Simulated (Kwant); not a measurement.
Model system: In0.53Ga0.47As/InP stack with 1 barrier. One parabolic valley. Leads of mass 0.041 mₑ with the band edge at 0; grid 0.1 nm; bias swept from 0.01 to 0.44931 V, dropping linearly over the stack. Emitter Fermi level 0.023 eV, 300 K, equal in the collector.

```json
[
 {"layer": "1", "thickness (nm)": "3.1", "band offset (eV)": "0.25", "mass (mₑ)": "0.08"}
]
```

Constants are typed, rounded textbook-type inputs, not results; the design itself was drawn at random and stands for no fabricated device.

Computed with Kwant: one-band effective-mass tight-binding model in one dimension, coherent, no space charge, current by the Tsu-Esaki formula.

Sweep values stay those of the base run.

The temperature was swept, all else fixed.

```csv
temperature (K),J (A/cm²) at bias = 0.4493 V,J (A/cm²) at bias = 0.1114 V,J (A/cm²) at bias = 0.3310 V,J (A/cm²) at bias = 0.2297 V
4,19800,6410,13500,9800
77,29300,9670,20100,14600
150,54100,18400,37600,27500
300,(withheld),(withheld),(withheld),(withheld)
```

**Question.** Some entries are withheld; supply them.

**Answer.** 
- 300, J (A/cm²) at bias = 0.4493 V: 154000
- 300, J (A/cm²) at bias = 0.1114 V: 54500
- 300, J (A/cm²) at bias = 0.3310 V: 109000
- 300, J (A/cm²) at bias = 0.2297 V: 80900
